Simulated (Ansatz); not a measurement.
Base system: BiB in the zinc blende structure (space group F-43m, No. 216; a = 5.456 Å; a hypothetical phase, not in the database extracts checked).

The change: a hydrostatic pressure of 30 GPa.

Levels (all Ansatz, a program for electronic structure, PAW): PBEsol (420 eV, no spin-orbit coupling); r2SCAN (500 eV, no spin-orbit coupling); HSE06 (420 eV, no spin-orbit coupling).

One geometry, relaxed with PBEsol, under each level:

Notes on the quantities. hole mass: degenerate bands, along [100].

```csv
level,band gap,lowest conduction level above the VBM at special points,electron mass,hole mass,pressure
PBEsol,0.48 eV,X 0.68 eV; U 1.22 eV; K 1.22 eV; L 1.41 eV,"1.2 mₑ along k, 0.21 mₑ across (off the special points)","0.14, 0.19, 0.19 mₑ (at Γ)",30.00 GPa
r2SCAN,0.70 eV,X 0.87 eV; U 1.48 eV; K 1.48 eV; L 1.59 eV,"1.2 mₑ along k, 0.20 mₑ across (off the special points)","0.13, 0.18, 0.18 mₑ (at Γ)",33.26 GPa
HSE06,1.02 eV,X 1.19 eV; U 1.83 eV; K 1.83 eV; Γ 2.82 eV,–,–,–
```

Single points use the geometry relaxed with PBEsol. Their cutoffs differ, which shifts pressures a little. HSE06 was sampled on its mesh, a few special points and the semilocal edge points, so its gap is an upper bound. With Bi present, leaving out spin-orbit coupling can change the band edges. Load acts through the strain it causes; cell and atoms are relaxed under it. Masses are band curvatures over ±0.01 Å⁻¹ around the edge. Along k means along the line from Γ to the band edge. Stability against distortions was not tested. No other phases were tried under pressure.
